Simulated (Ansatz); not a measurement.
Consider ZnS in the wurtzite structure (space group P6_3mc, No. 186; a = 3.782 Å, c = 6.208 Å). Axes: x lies along a and z along c of the hexagonal cell.

Structures relaxed with Ansatz (a quantum-chemistry and plane-wave program), PBEsol, PAW, cutoff 420 eV, spin-orbit coupling left out.

Base:

Simulated powder pattern, Cu Kα1, λ = 1.54056 Å (kinematic, ideal powder, no thermal factors, no anomalous dispersion; the 10 strongest lines at most, above 2 %, up to 2θ = 90°):

```
2θ (°)  I/Imax (%)    hkl
------  ----------  -----
27.20           90  (100)
28.74           58  (002)
30.84          100  (101)
39.98           35  (102)
48.07           70  (110)
52.25           71  (103)
56.98           47  (112)
58.21           16  (201)
73.71           24  (203)
83.13           17  (105)
```

Now apply this change: biaxial strain +1.20 %, plane normal [001], relaxed out of plane (Cartesian); in-plane vectors clamped, the third vector and the atoms free.

After the change:

Simulated powder pattern, Cu Kα1, λ = 1.54056 Å (kinematic, ideal powder, no thermal factors, no anomalous dispersion; the 10 strongest lines at most, above 2 %, up to 2θ = 90°):

| 2θ (°) | I/Imax (%) | hkl |
|---|---|---|
| 26.87 | 94 | (100) |
| 28.95 | 59 | (002) |
| 30.60 | 100 | (101) |
| 39.91 | 36 | (102) |
| 47.47 | 73 | (110) |
| 52.35 | 69 | (103) |
| 56.56 | 50 | (112) |
| 57.54 | 16 | (201) |
| 73.33 | 24 | (203) |
| 83.63 | 17 | (105) |

The indices refer to the base's conventional cell; one index is shown for lines that coincide.

Whether these cells are dynamically stable was not tested.
